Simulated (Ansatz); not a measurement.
Take AlN (space group P4_2/mnm, No. 136; a = 5.294 Å, c = 3.109 Å; a hypothetical phase, not in the database extracts checked) as the base. Axes: x, y, z lie along a, b, c of the conventional cell.

It is then changed as follows: strain tensor (xx, yy, zz, yz, xz, xy) = (−0.19, +0.30, −0.30, −0.03, −0.01, −0.91) %, atoms relaxed at fixed cell.

Levels (all Ansatz, an electronic-structure program, PAW): PBEsol (420 eV, no SOC); r2SCAN (500 eV, spin-orbit coupling left out); HSE06 (420 eV, scalar-relativistic without spin-orbit coupling).

One geometry, relaxed with PBEsol, under each level:

| level | band gap | lowest conduction level above the VBM at special points | pressure |
|---|---|---|---|
| PBEsol | 3.74 eV | Γ 3.74 eV; R₂ 5.06 eV; X 5.70 eV; Z 5.72 eV | 4.8 kbar |
| r2SCAN | 4.42 eV | Γ 4.42 eV; R₂ 5.81 eV; X 6.45 eV; Z 6.47 eV | -8.0 kbar |
| HSE06 | 5.14 eV | Γ 5.14 eV; R₂ 6.50 eV; X 7.20 eV | – |

Single points use the geometry relaxed with PBEsol. Their cutoffs differ, which shifts pressures a little. The hybrid gap comes from the SCF mesh plus the semilocal run's edge points and a few special points and is an upper bound. No phonon test of stability was made. Labels are those of the standard path for the cell's own space group.
